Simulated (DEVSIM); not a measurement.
Device: In0.52Al0.48As/In0.53Ga0.47As p-n heterojunction, at 300 K.

Layer 1 from the left is In0.52Al0.48As, thickness (μm) 0.330, Na (cm⁻³) 2.4e16, τn (s) 5.4e-9, τp (s) 1.8e-8. Layer 2 from the left is In0.53Ga0.47As, thickness (μm) 0.790, Nd (cm⁻³) 1.3e15, τn (s) 1.8e-8, τp (s) 1.8e-8.

Left contact: ohmic. Right contact: ohmic. Voltage is applied to the left contact. Recombination: SRH at mid-gap, Auger. Mobility is constant in doping.

This is a model device: material constants are rounded textbook-type values typed into the input, and sizes, dopings and lifetimes were drawn at random. Values at 300 K.

In0.52Al0.48As: gap (eV) 1.45, affinity (eV) 4, permittivity 12.5, Nc (cm⁻³) 5.1e17, Nv (cm⁻³) 1.1e19, μn (cm²/Vs) 4000, μp (cm²/Vs) 75, Cn (cm⁶/s) 1e-30, Cp (cm⁶/s) 1e-30. In0.53Ga0.47As: gap (eV) 0.74, affinity (eV) 4.51, permittivity 13.9, Nc (cm⁻³) 2.1e17, Nv (cm⁻³) 7.7e18, μn (cm²/Vs) 12000, μp (cm²/Vs) 300, Cn (cm⁶/s) 5e-29, Cp (cm⁶/s) 5e-29.

DEVSIM, 1D drift-diffusion, Boltzmann statistics, complete ionisation; no tunnelling, impact ionisation, image-force lowering or self-heating. Band offsets follow the typed affinities; no thermionic-emission limit at abrupt steps, no polarisation charge.

### Question
What does the simulation give for the dark forward voltage at 100 A/cm², the largest field in the device at zero bias?

### Answer
dark forward voltage at 100 A/cm² 0.519 V; largest field in the device at zero bias 30000 V/cm.
